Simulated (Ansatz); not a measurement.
Consider Rh in the fcc (Cu type) structure (space group Fm-3m, No. 225; a = 3.7551 Å; relaxed with 0.1 eV smearing). Axes: x, y, z lie along the cube axes.

The values are results of LDA/PAW in Ansatz (an electronic-structure program), no spin-orbit coupling, not measurements.

Modification: compressive biaxial strain of 0.83 % in the plane normal to [111], as in epitaxy on a mismatched substrate; the out-of-plane cell vector and the atoms relax.

Predict the new ratio −ε⊥/ε∥.

The ratio −ε⊥/ε∥ amounts to 0.56.

Predict the new energy relative to the base.

The energy rises by 4.0 meV/atom.

No phonon test of stability was made. All final runs are without spin polarisation.
